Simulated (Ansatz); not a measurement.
# CsCl-type AuZn (cubic form, which distorts at low temperature)

Computed with PBE-D3(BJ) (Ansatz, an electronic-structure program, PAW).

Numerical settings: plane-wave cutoff 520 eV, 12×12×12 k mesh, Fermi–Dirac smearing 0.1 eV, perturbation theory, scalar-relativistic PAW data made under PBE.

Cell (relaxed at this level):

```cif
data_AuZn
_chemical_formula_sum 'Zn1 Au1'
_space_group_name_H-M_alt 'Pm-3m'
_space_group_IT_number 221
_space_group_name_Hall '-P 4 2 3'
_cell_length_a 3.13935
_cell_length_b 3.13935
_cell_length_c 3.13935
_cell_angle_alpha 90.000
_cell_angle_beta 90.000
_cell_angle_gamma 90.000
loop_
_atom_site_label
_atom_site_type_symbol
_atom_site_symmetry_multiplicity
_atom_site_Wyckoff_symbol
_atom_site_fract_x
_atom_site_fract_y
_atom_site_fract_z
_atom_site_occupancy
Zn1 Zn 1 b 0.50000 0.50000 0.50000 1
Au1 Au 1 a 0.00000 0.00000 0.00000 1
```

| Quantity | Result |
|---|---|
| zone-centre TO phonon frequency | 147 cm⁻¹ |

Note: the dispersion coefficients are held fixed in the derivatives; symmetry holds this phase in the static calculation, where it need not be a minimum.

Spin–orbit coupling is not included; it can shift volumes and moduli of such heavy elements.

Cost on a shared machine: about 5 core-minutes (a rough figure).
